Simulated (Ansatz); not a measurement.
Short convergence ladders for TiSi (Pm, 8 atoms in the cell)

```xyz
8
Lattice="6.5448 0.0000 0.0000 0.0000 3.6499 0.0000 0.0000 0.0000 5.0184" Properties=species:S:1:pos:R:3 pbc="T T T"
Ti     4.4222     0.9125     1.9158
Ti     2.1226     2.7374     3.1527
Ti     5.3950     2.7374     4.3750
Ti     1.1498     0.9125     0.6435
Si     3.5599     0.9125     4.2928
Si     2.9849     2.7374     0.7257
Si     6.2573     2.7374     1.7836
Si     0.2875     0.9125     3.2349
```

Base method: LDA (PW92), default PAW files made with PBE (plane waves; Ansatz, a quantum-chemistry and plane-wave program).

Base settings: basis.ecutwfc = 30.9 Ry; kpoints.mp_grid.grid = 3 7 5; hamiltonian.xc = lda; hamiltonian.pseudopotentials = {kind: paw} (the program's default PAW files); scf.occupations.method = fermi_dirac; scf.occupations.width = 0.0073 Ry.

The count of work is k-points × plane waves × bands × iterations; it is no time. Core times come from one kind of shared machine, to one figure; runs under 30 s give none.

**The k-point mesh at a smearing width of 0.02 eV**

In this ladder: scf.occupations.width = 0.0015 Ry.

Only quantities that move along the ladder and can be compared are tabulated.

```tsv
kpoints.mp_grid.grid	free energy less the last step's (meV/atom)	pressure (GPa)	largest difference of a force vector from the last step's (eV/Å)	count of work / last	core time / last (rough)
2 3 3	-0.68	-8.31	0.086	0.010	–
2 4 3	3.12	-8.21	0.101	0.016	–
3 5 4	-4.89	-8.34	0.033	0.032	–
3 6 4	-3.79	-8.34	0.029	0.036	–
4 7 5	-0.47	-8.30	0.037	0.057	–
5 8 6	0.12	-8.30	0.016	0.12	0.1
6 10 7	-0.39	-8.30	0.018	0.20	0.2
8 15 11	0.04	-8.29	0.004	0.55	0.6
10 18 13	0.00	-8.29	0.000	1.0	1
```

Coarsest kpoints.mp_grid.grid that holds the free energy within 1 meV/atom of the last step, with all finer ones: 4 7 5, at 0.057 of the last step's count of work; the step before is off by 3.8 meV/atom.

Coarsest kpoints.mp_grid.grid that holds the forces within 0.02 eV/Å of the last step, with all finer ones: 5 8 6, at 0.12 of the last step's count of work and about 0.1 of the last step's time; the step before is off by 0.037 eV/Å.

**The width of Fermi-Dirac smearing**

In this ladder: kpoints.mp_grid.grid = 5 12 8.

Narrow widths need finer meshes than wide ones, so the last steps can hold mesh noise.

Only quantities that move along the ladder and can be compared are tabulated; pressure and forces are left out, as mesh noise rules them at narrow widths.

| scf.occupations.width | free energy less the last step's (meV/atom) | energy extrapolated to zero width less the last step's (meV/atom) |
|---|---|---|
| 0.0735 Ry | -1085.70 | 44.35 |
| 0.0367 Ry | -236.13 | 34.20 |
| 0.022 Ry | -70.69 | 13.00 |
| 0.0147 Ry | -26.45 | 5.05 |
| 0.0073 Ry | -4.17 | 0.70 |
| 0.0037 Ry | 0.00 | 0.00 |

Widest scf.occupations.width that holds the energy extrapolated to zero width within 2 meV/atom of the last step, with all finer ones: 0.0073 Ry; the step before is off by 5.0 meV/atom.

Widest scf.occupations.width that holds the free energy within 5 meV/atom: not settled: the last two steps still differ by 4.2 meV/atom, over half the tolerance, so the ladder does not show it.

The extrapolation to zero width removes most of the smearing's effect on the energy.

**The width of cold smearing**

In this ladder: kpoints.mp_grid.grid = 5 12 8; scf.occupations.method = cold.

Narrow widths need finer meshes than wide ones, so the last steps can hold mesh noise.

Only quantities that move along the ladder and can be compared are tabulated; pressure and forces are left out, as mesh noise rules them at narrow widths.

```tsv
scf.occupations.width	free energy less the last step's (meV/atom)	core time / last (rough)
0.0735 Ry	23.43	1
0.0367 Ry	6.91	1.0
0.022 Ry	2.17	1.0
0.0147 Ry	0.62	0.9
0.0073 Ry	-0.01	1.0
0.0037 Ry	0.00	1
```

Widest scf.occupations.width that holds the free energy within 0.5 meV/atom of the last step, with all finer ones: 0.0073 Ry; the step before is off by 0.62 meV/atom.

On the base run: the starting cell comes from a database of computed structures (which also holds hypothetical and non-ambient phases and stackings), without a prior relaxation at this level. Its lattice was rescaled by up to half a per cent. One atom was moved a little off its site on purpose. Spin polarisation is off. In the base run, with a pressure of about -8 GPa the cell is away from its equilibrium volume at this level. Ansatz's pressure includes its estimate of the finite-basis (Pulay) stress.

Left out of this page: 4 runs of the series outside the window shown, repeating another row's setting, or not comparable.

Keys are those of Ansatz 0.2.
